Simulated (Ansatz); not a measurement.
Start from CsPbCl₃ in the cubic perovskite structure (space group Pm-3m, No. 221; a = 5.5209 Å). Axes: x, y, z lie along the cube axes.

All numbers come from LDA in Ansatz (plane waves to 420 eV, PAW, without spin-orbit coupling).

For the base:

- Band gap: 1.53 eV

One thing is altered: tensor shear ε_xy = +1.67 % (engineering shear γ = 0.0334); the atoms relax in the strained cell.

### Question
How does this affect the energy relative to the base, stress and band gap?

### Answer
The energy increases by 0.5 meV/atom; the stress (xx, yy, zz, yz, xz, xy; compression positive) is (0.00, 0.00, 0.00, 0.00, 0.00, -0.14) GPa; the band gap shrinks by 0.075 eV, from 1.53 eV to 1.45 eV.

Spin-orbit coupling, missing from the scalar runs, can matter with Pb. No phonon test of stability was made. Many cubic perovskites are stable only at high temperature; tilts and polar distortions were not tested. This is not the structure that CsPbCl3 has at room temperature and ambient pressure.

Ansatz is an electronic-structure program.
